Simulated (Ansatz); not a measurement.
Lattice thermal conductivity of BP in the zinc blende structure

Method: the phonon Boltzmann equation with three-phonon and isotope scattering; Ansatz (a quantum-chemistry and plane-wave program), PBE functional, plane-wave PAW; third-order constants from a 128-atom supercell out to 4.8 Å, harmonic mesh 8×8×8, k mesh 8×8×8, scattering mesh 19×19×19. Dynamical quadrupoles are not included in the interpolation of the phonons between the solved wave vectors. Unless called populations, κ holds the coherence term between modes besides the Boltzmann populations.

```csv
T (K),κ (W/m/K),"κ, relaxation time",coherences (mean)
200,1000,960,0.020
250,690,660,0.036
300,520,500,0.053
400,350,340,0.081
500,270,260,0.10
600,220,210,0.12
800,160,150,0.14
1000,130,120,0.16
```

- highest phonon frequency: 24.1 THz
- exponent n of κ ∝ T⁻ⁿ above 300 K: 1.16

Four-phonon, boundary and defect scattering are left out; adding them would lower the computed value.

No phase change or melting is allowed for: the numbers belong to this structure as given.
